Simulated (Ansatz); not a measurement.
The starting structures come from a database of crystals and need not be the phases stable at ambient conditions.

 Where the default PAW files enter, the runs use the earlier of Ansatz's two default sets.

Crystal: CdCO3 (R-3c, not sure to be the ambient phase, 10 atoms a cell, 11.6 Å³ an atom); planes in its conventional cell.

Computed with r2SCAN (plane waves, PAW; Ansatz, a quantum-chemistry and plane-wave program).

The gap is the functional's own, uncorrected, and κ follows it; spin-orbit coupling is left out. Mid-gap values are interpolated between the computed energies.

| plane | area of the cell (Å²) | mid-gap κ (1/Å) | largest κ in the gap (1/Å) |
|---|---|---|---|
| (101) | 27.9 | 0.37 | 0.40 |
| (001) | 21.2 | ? | ? |
| (110) | 46.7 | ? | 0.40 |

**Question.** The slowest decay depends on the direction. Supply the withheld values.

**Answer.** 
- (001), mid-gap κ (1/Å): 0.67
- (001), largest κ in the gap (1/Å): 0.67
- (110), mid-gap κ (1/Å): 0.36
